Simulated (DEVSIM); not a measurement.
Device: abrupt Si p-n junction, at 300 K.

```tsv
layer (left to right)	material	thickness (μm)	Nd (cm⁻³)	Na (cm⁻³)	τn (s)	τp (s)
1	Si	20.0	-	3.4e17	0.00035	0.00035
2	Si	32.0	3.3e17	-	0.00035	0.00035
```

Left contact: ohmic. Right contact: ohmic. Voltage is applied to the left contact. Recombination: SRH at mid-gap, Auger. Mobility is μmin + (μ − μmin)/(1 + (N/Nref)^α).

This is a model device: material constants are rounded textbook-type values typed into the input, and sizes, dopings and lifetimes were drawn at random. Values at 300 K.

```
parameter           Si
-------------  -------
gap (eV)         1.124
affinity (eV)     4.05
permittivity      11.7
Nc (cm⁻³)      2.86e19
Nv (cm⁻³)       3.1e19
μn (cm²/Vs)       1417
μp (cm²/Vs)        470
μn,min              52
μp,min              45
Nref,n          9.7e16
Nref,p          2.2e17
αn                0.68
αp                0.72
Cn (cm⁶/s)     2.8e-31
Cp (cm⁶/s)     9.9e-32
```

DEVSIM, 1D drift-diffusion, Boltzmann statistics, complete ionisation; no tunnelling, impact ionisation, image-force lowering or self-heating.

The thickness of layer 1 was swept, all else fixed.

```json
[
 {"thickness of layer 1 (μm)": "4", "dark forward voltage at 100 A/cm² (V)": "0.833", "dark forward voltage at 1 A/cm² (V)": "0.700"},
 {"thickness of layer 1 (μm)": "7", "dark forward voltage at 100 A/cm² (V)": "0.845", "dark forward voltage at 1 A/cm² (V)": "0.714"},
 {"thickness of layer 1 (μm)": "12", "dark forward voltage at 100 A/cm² (V)": "0.858", "dark forward voltage at 1 A/cm² (V)": "0.726"},
 {"thickness of layer 1 (μm)": "20", "dark forward voltage at 100 A/cm² (V)": "0.870", "dark forward voltage at 1 A/cm² (V)": "0.736"},
 {"thickness of layer 1 (μm)": "34", "dark forward voltage at 100 A/cm² (V)": "0.883", "dark forward voltage at 1 A/cm² (V)": "0.746"},
 {"thickness of layer 1 (μm)": "60", "dark forward voltage at 100 A/cm² (V)": "0.897", "dark forward voltage at 1 A/cm² (V)": "0.754"},
 {"thickness of layer 1 (μm)": "100", "dark forward voltage at 100 A/cm² (V)": "0.919", "dark forward voltage at 1 A/cm² (V)": "0.760"}
]
```

From the first row to the last the dark forward voltage at 100 A/cm² goes from 0.833 to 0.919. From the first row to the last the dark forward voltage at 1 A/cm² goes from 0.700 to 0.760.
